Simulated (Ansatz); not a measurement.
An ideal cubic perovskite cell is held by its symmetry; such compounds can tilt or shift off centre at room temperature. The starting structures come from a database of crystals and need not be the phases stable at ambient conditions.

 Where the default PAW files enter, the runs use the earlier of Ansatz's two default sets.

Crystal: CsSrF3 (Pm-3m, cubic perovskite, not sure to be the ambient phase, 5 atoms a cell, 21.6 Å³ an atom); planes in its conventional cell.

Level of theory: r2SCAN (plane waves, PAW; Ansatz, a first-principles code).

The gap is the functional's own, uncorrected, and κ follows it; spin-orbit coupling is left out. Mid-gap values are interpolated between the computed energies.

```json
[
 {"plane": "(001)", "area of the cell (Å²)": "22.7", "mid-gap κ (1/Å)": "0.47", "largest κ in the gap (1/Å)": "0.47"},
 {"plane": "(110)", "area of the cell (Å²)": "32.1", "mid-gap κ (1/Å)": "(withheld)", "largest κ in the gap (1/Å)": "(withheld)"},
 {"plane": "(111)", "area of the cell (Å²)": "39.3", "mid-gap κ (1/Å)": "(withheld)", "largest κ in the gap (1/Å)": "(withheld)"}
]
```

Task: The slowest decay depends on the direction. Supply the withheld values.

Result: 
- (110), mid-gap κ (1/Å): 0.49
- (110), largest κ in the gap (1/Å): 0.50
- (111), mid-gap κ (1/Å): 0.50
- (111), largest κ in the gap (1/Å): 0.52
